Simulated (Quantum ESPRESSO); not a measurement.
A self-consistent single point of BaSr3 (P1, 4 atoms in the cell) with Quantum ESPRESSO.

Method: PBEsol, GBRV 1.5 ultrasoft (PBESOL) pseudopotentials (plane waves; Quantum ESPRESSO).

```
BaSr3
1.0
   -3.10659     3.10659     6.15468
    3.10659    -3.10659     6.15468
    3.10659     3.10659    -6.15468
Ba Sr
1 3
Cartesian
  0.06840   0.00100  -0.00562
  0.01793   3.19113   3.08718
  3.05721   0.00245   3.06142
 -0.03695  -0.08799   6.16636
```

Reference input (self-consistent single point, DFT, PBEsol, plane waves, GBRV 1.5 ultrasoft (PBESOL) pseudopotentials): ecutwfc = 40 Ry; ecutrho = 200 Ry; occupations = smearing; smearing = methfessel-paxton; degauss = 0.019992 Ry; potentials = {Ba: ba_pbesol_v1.uspp.F.UPF, Sr: sr_pbesol_v1.uspp.F.UPF}; K_POINTS = automatic 3 3 4 0 0 0; conv_thr = 1e-10 Ry; mixing_beta = 0.7. This run's input differs from it in these lines:

```diff
@@ -31,3 +31,3 @@
 K_POINTS automatic
-3 3 4  0 0 0
+3 3 4  1 1 1
 CELL_PARAMETERS angstrom
```

Output, abridged:

```
     Self-consistent Calculation

     iteration #  1     ecut=    40.00 Ry     beta= 0.70

     Threshold (ethr) on eigenvalues was too large:
     Diagonalizing with lowered threshold

     negative rho (up, down):  2.857E-01 0.000E+00

     total energy              =    -280.29991045 Ry
     estimated scf accuracy    <       0.11303826 Ry

     iteration #  2     ecut=    40.00 Ry     beta= 0.70

     negative rho (up, down):  2.882E-01 0.000E+00

     total energy              =    -280.32845727 Ry
     estimated scf accuracy    <       0.05464304 Ry

     iteration #  3     ecut=    40.00 Ry     beta= 0.70

     negative rho (up, down):  2.899E-01 0.000E+00

     total energy              =    -280.33815444 Ry
     estimated scf accuracy    <       0.00229819 Ry

   [... 6 blocks of this kind left out ...]

     iteration # 10     ecut=    40.00 Ry     beta= 0.70

     negative rho (up, down):  2.902E-01 0.000E+00

     total energy              =    -280.33898880 Ry
     estimated scf accuracy    <          3.3E-10 Ry

     iteration # 11     ecut=    40.00 Ry     beta= 0.70

     negative rho (up, down):  2.902E-01 0.000E+00
     End of self-consistent calculation

     the Fermi energy is     5.0183 ev

!    total energy              =    -280.33898876 Ry
     estimated scf accuracy    <          1.8E-11 Ry
     smearing contrib. (-TS)   =       0.00199138 Ry
     internal energy E=F+TS    =    -280.34098015 Ry

     convergence has been achieved in  11 iterations

     negative rho (up, down):  2.902E-01 0.000E+00

     Forces acting on atoms (cartesian axes, Ry/au):

     atom    1 type  1   force =    -0.00614330   -0.00133377   -0.00024952
     atom    2 type  2   force =    -0.00144539   -0.00580222   -0.00064832
     atom    3 type  2   force =     0.00373396    0.00039687    0.00127778
     atom    4 type  2   force =     0.00385473    0.00673912   -0.00037993

     Total force =     0.012325     Total SCF correction =     0.000006

     negative rho (up, down):  2.902E-01 0.000E+00
          total   stress  (Ry/bohr**3)                   (kbar)     P=       -8.97
  -0.00006030   0.00000240   0.00000094           -8.87        0.35        0.14
   0.00000240  -0.00006017  -0.00000116            0.35       -8.85       -0.17
   0.00000094  -0.00000116  -0.00006252            0.14       -0.17       -9.20

   JOB DONE.
```

The run converged in 11 iterations. Against the reference run the free energy drops by 4.0 meV/atom, the pressure moves little (-0.89 to -0.90 GPa) and the largest force hardly changes (0.197 to 0.200 eV/Å).

The starting cell comes from a database of computed structures (which also holds hypothetical and non-ambient phases and stackings), without a prior relaxation at this level. Its atoms were displaced at random from the sites of space group no. 139.

Cost on one core of a shared machine: roughly 6 min.
